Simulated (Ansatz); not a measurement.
Al2O3 (Cmc2₁, No. 36, 10 atoms in the cell; start mp-754401; a measured phase of this formula has another space group) was calculated with r²SCAN+rVV10 (Ansatz, a first-principles code, PAW).

Input:

Ansatz 0.2 input:
```yaml
crystal:
  lattice:
    - [4.8302083836, -2.7419285969, 0.0]
    - [4.8302083836, 2.7419285969, 0.0]
    - [0.0, 0.0, 4.9109145739]
  atoms:
    - { symbol: Al, position: [0.9946966307, 0.6704491819, 0.4312641575] }
    - { symbol: Al, position: [0.0053033693, 0.3295508181, 0.9312641575] }
    - { symbol: Al, position: [0.3295508181, 0.0053033693, 0.4312641575] }
    - { symbol: Al, position: [0.6704491819, 0.9946966307, 0.9312641575] }
    - { symbol: O, position: [0.7758059984, 0.2241940016, 0.9932535123] }
    - { symbol: O, position: [0.2241940016, 0.7758059984, 0.4932535123] }
    - { symbol: O, position: [0.9009833523, 0.6600394002, 0.0859740863] }
    - { symbol: O, position: [0.0990166477, 0.3399605998, 0.5859740863] }
    - { symbol: O, position: [0.3399605998, 0.0990166477, 0.0859740863] }
    - { symbol: O, position: [0.6600394002, 0.9009833523, 0.5859740863] }
basis:
  ecutwfc: 560
  ecutrho_ratio: 4
  xc_grid: 3
kpoints:
  mp_grid: { grid: [8, 8, 8] }
  band_path:
    path:
      - [0.0, 0.0, 0.0]
      - [0.083333, 0.083333, 0.0]
      - [0.166667, 0.166667, 0.0]
      - [0.25, 0.25, 0.0]
      - [0.333333, 0.333333, 0.0]
      - [0.416667, 0.416667, 0.0]
      - [0.5, 0.5, 0.0]
      - [0.44352, 0.55648, 0.0]
      - [0.38704, 0.61296, 0.0]
      - [0.33056, 0.66944, 0.0]
      - [-0.33056, 0.33056, 0.0]
      - [-0.283337, 0.283337, 0.0]
      - [-0.236114, 0.236114, 0.0]
      - [-0.188892, 0.188892, 0.0]
      - [-0.141669, 0.141669, 0.0]
      - [-0.094446, 0.094446, 0.0]
      - [-0.047223, 0.047223, 0.0]
      - [0.0, 0.0, 0.083333]
      - [0.0, 0.0, 0.166667]
      - [0.0, 0.0, 0.25]
      - [0.0, 0.0, 0.333333]
      - [0.0, 0.0, 0.416667]
      - [0.0, 0.0, 0.5]
      - [-0.047223, 0.047223, 0.5]
      - [-0.094446, 0.094446, 0.5]
      - [-0.141669, 0.141669, 0.5]
      - [-0.188892, 0.188892, 0.5]
      - [-0.236114, 0.236114, 0.5]
      - [-0.283337, 0.283337, 0.5]
      - [-0.33056, 0.33056, 0.5]
      - [0.33056, 0.66944, 0.5]
      - [0.38704, 0.61296, 0.5]
      - [0.44352, 0.55648, 0.5]
      - [0.5, 0.5, 0.5]
      - [0.5, 0.5, 0.416667]
      - [0.5, 0.5, 0.333333]
      - [0.5, 0.5, 0.25]
      - [0.5, 0.5, 0.166667]
      - [0.5, 0.5, 0.083333]
      - [0.0, 0.083333, 0.0]
      - [0.0, 0.166667, 0.0]
      - [0.0, 0.25, 0.0]
      - [0.0, 0.333333, 0.0]
      - [0.0, 0.416667, 0.0]
      - [0.0, 0.5, 0.0]
      - [0.0, 0.5, 0.083333]
      - [0.0, 0.5, 0.166667]
      - [0.0, 0.5, 0.25]
      - [0.0, 0.5, 0.333333]
      - [0.0, 0.5, 0.416667]
      - [0.0, 0.5, 0.5]
      - [0.0, 0.416667, 0.5]
      - [0.0, 0.333333, 0.5]
      - [0.0, 0.25, 0.5]
      - [0.0, 0.166667, 0.5]
      - [0.0, 0.083333, 0.5]
      - [0.083333, 0.083333, 0.5]
      - [0.166667, 0.166667, 0.5]
      - [0.25, 0.25, 0.5]
      - [0.333333, 0.333333, 0.5]
      - [0.416667, 0.416667, 0.5]
    npoints: 1
hamiltonian:
  xc: r2scan
  dispersion: rvv10
  pseudopotentials: { kind: paw }
scf:
  occupations: { method: fermi_dirac, width: 0.01 }
  convergence: { dr2_threshold: 0.000000001 }
output:
  forces: true
  stress: true
  eigenvalues: true
  write_bands: true
```

Excerpt of the program's output:

```
Crystal: 10 atoms, lattice volume = 130.081 Å³
Basis set: ecut = 560 eV, 3919 PW (Γ), exchange–correlation on 135×135×120 points (27 copies of the dense FFT grid, shifted against one another)
Bands: 34, of which v1, the nominal top of the filled ones, is band 24 counted from 1 (23 counted from 0)
Symmetry: 4 space group operations
Space group: Cmc21 (ITA 36), of the structure as read, at distance tolerance 5.1e-5 Å
k-points: 105 of 512 (time reversal used)
Functional: x = r2scan, c = r2scan + rvv10(b = 11.95, C = 0.0093); τ floored in thin density (d = 2e-4 eV/Å³)
SCF iter   1: F=—  HF=-5585.806911 eV  |F-HF|=—  |Δ(HF+E_count)|=         —  Δρ=5.64e-3  dr2=3.91e-2  dr2_τ=6.09e-1
SCF iter   2: F=—  HF=-5586.104885 eV  |F-HF|=—  |Δ(HF+E_count)|=   2.98e-1  Δρ=3.99e-3  dr2=1.26e-2  dr2_τ=1.16e-3
  ...
SCF iter   8: F=—  HF=-5586.102325 eV  |F-HF|=—  |Δ(HF+E_count)|=   4.13e-9  Δρ=2.42e-6  dr2=8.04e-9  dr2_τ=1.74e-10
SCF iter   9: F=-5586.102325 eV  HF=-5586.102325 eV  |F-HF|=1.82e-12  |Δ(HF+E_count)|=  7.76e-10  Δρ=3.65e-7  dr2=1.32e-10  dr2_τ=5.64e-12
SCF 1 converged in 9 iterations: F = -5586.102325 eV  dr2 = 1.32e-10
SCF converged after 9 iterations
Free energy (F): -5586.102325 eV
Internal energy: -5586.102325 eV  (E = F + TS)
E sigma→0 (E₀):  -5586.102325 eV
Fermi energy:    4.783246 eV
--- Forces (eV/Å), atoms counted from 1 ---
  atom   1  Al    -0.00023705    -0.00138332    -0.00051666
  atom   2  Al     0.00023705     0.00138332    -0.00051666
  atom   3  Al     0.00023705    -0.00138332    -0.00051666
  atom   4  Al    -0.00023705     0.00138332    -0.00051666
  atom   5  O      0.00000000    -0.00104413     0.00054337
  atom   6  O      0.00000000     0.00104413     0.00054337
  atom   7  O      0.00042852     0.00003185     0.00025213
  atom   8  O     -0.00042852    -0.00003185     0.00025213
  atom   9  O     -0.00042852     0.00003185     0.00025213
  atom  10  O      0.00042852    -0.00003185     0.00025213
--- Stress (GPa, compression-positive) ---
        0.012010       0.000000       0.000000
        0.000000       0.003005       0.000000
        0.000000       0.000000       0.002941
  P = ⅓ Tr σ = 0.0060 GPa (0.060 kbar)
```

The PAW data were made under PBE.

Cost on a shared machine: about 90 core-seconds (a rough figure).

A start named mp-… is a Materials Project structure, which need not be a measured phase.
